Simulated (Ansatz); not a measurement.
Start from ZrS₂ in the CdI2 type structure (space group P-3m1, No. 164; layered, stacked along the Cartesian z axis).

```yaml
crystal:
  lattice:
    - [3.63482, 0.00000, 0.00000]
    - [-1.81741, 3.14785, 0.00000]
    - [0.00000, 0.00000, 5.71966]
  atoms:
    - { symbol: Zr, position: [0.00000, 0.00000, 0.00000] }
    - { symbol: S, position: [0.33333, 0.66667, 0.25534] }
    - { symbol: S, position: [0.66667, 0.33333, 0.74466] }
```

Cartesian axes are those of the cell as printed.

Computed with plane-wave PAW DFT at the PBE-D3(BJ) level (Ansatz, an electronic-structure program, 420 eV), no spin-orbit coupling.

Base values:

```
Property               Value
-------------------  -------
Smallest direct gap  1.41 eV
```

It is then changed as follows: tensile biaxial strain of 1.94 % in the plane normal to [001], as in epitaxy on a mismatched substrate; the out-of-plane cell vector and the atoms relax.

What does the calculation give for the smallest direct gap after the change?

The smallest direct gap drops by 0.12 eV, from 1.41 eV to 1.29 eV.

What happens to the out-of-plane strain?

The out-of-plane strain is -0.80 %.

No phonon test of stability was made.
